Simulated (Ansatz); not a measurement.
Ag in the fcc (Cu type) structure, quasi-harmonic lattice dynamics with Ansatz (a quantum-chemistry and plane-wave program), PBEsol functional, plane-wave PAW. The pressure is 5 GPa. The structure is held there; whether it is the stable one at that pressure was not tested.

| T (K) | α_L (10⁻⁶/K) | C_P (J/mol/K) | bulk modulus B_T (GPa) | γ |
|---|---|---|---|---|
| 50 | 5.5 | 10.2 | 145 | 2.28 |
| 100 | 10.7 | 19.2 | 143 | 2.34 |
| 200 | 13.5 | 23.8 | 140 | 2.36 |
| 250 | 14.0 | 24.6 | (withheld) | 2.37 |
| 350 | (withheld) | 25.5 | 135 | 2.38 |
| 400 | 15.1 | 25.8 | 133 | 2.39 |
| 450 | 15.4 | 26.1 | 131 | 2.40 |
| 700 | 17.0 | 27.4 | 121 | 2.43 |

Q: Some entries are withheld; supply them.

A: 
- 250, bulk modulus B_T (GPa): 138
- 350, α_L (10⁻⁶/K): 14.8

Whether this phase is the stable one at each condition was not tested.

The PAW data sets were generated under PBE and serve the other functionals too.
